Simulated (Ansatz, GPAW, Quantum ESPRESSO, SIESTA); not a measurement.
**Code comparison for Ti2Sn (P6_3/mmc, 6 atoms in the cell)**

Self-consistent single point.

```
CELL_PARAMETERS angstrom
      4.73535     0.00000     0.00000
     -2.36768     4.10093     0.00000
      0.00000     0.00000     5.61886
ATOMIC_POSITIONS crystal
  Ti 0.66667 0.33333 0.25000
  Ti 0.33333 0.66667 0.75000
  Ti 0.00000 0.00000 0.00000
  Ti 0.00000 0.00000 0.50000
  Sn 0.66667 0.33333 0.75000
  Sn 0.33333 0.66667 0.25000
```

All programs got the same cell, k-point mesh and kind of occupations (in Ansatz's words: kpoints.mp_grid.grid = 7 7 5; scf.occupations.method = fermi_dirac; scf.occupations.width = 0.1 eV); potentials, basis and cutoffs are each program's usual ones.

```json
[
 {"code": "Ansatz", "model": "PBEsol, PAW files made with PBE", "pressure (GPa)": "-3.14", "k-points": "24", "cutoff": "default"},
 {"code": "SIESTA", "model": "GGA PBEsol, numerical atomic orbitals DZP, PseudoDojo PBEsol standard norm-conserving potentials (rewritten from UPF to PSML)", "pressure (GPa)": "-3.72", "k-points": "123", "cutoff": "grid 350 Ry"},
 {"code": "Quantum ESPRESSO", "model": "PBEsol, PseudoDojo standard norm-conserving (PBESOL) pseudopotentials", "pressure (GPa)": "-3.05", "k-points": "24", "cutoff": "85 Ry"},
 {"code": "GPAW", "model": "PBEsol, GPAW PAW datasets PBEsol (made by gpaw-setup)", "pressure (GPa)": "-3.05", "k-points": "24", "cutoff": "850 eV"}
]
```

The spread over the programs that give each value: pressure within 0.67 GPa.

The starting cell comes from a database of computed structures (which also holds hypothetical and non-ambient phases and stackings), without a prior relaxation at this level. On Ansatz's run: Spin polarisation is off. In the base run, with a pressure of about -3 GPa the cell is away from its equilibrium volume at this level.

Question: Why do the programs differ, and what cannot be compared?

Answer: Differences of this kind can come from the potentials, where these differ, and from what each basis and cutoff leave unconverged. The zero of total energies and Fermi levels follows the potentials and each program's conventions, so they are not compared here. SIESTA uses small atom-centred bases, whose incompleteness enters pressures, forces and empty levels differently from a plane-wave cutoff. Ansatz's pressure is given at a fixed set of plane waves, as the other plane-wave codes print theirs. The programs reduce the same mesh by symmetry to different extents, which changes the work and not the result.

Left out of this page: ABINIT (stopped by limits of time or memory); Elk and FLEUR (not drawn, or without a comparable value).

Ansatz is a quantum-chemistry and plane-wave program.

Keys are those of Ansatz 0.2.
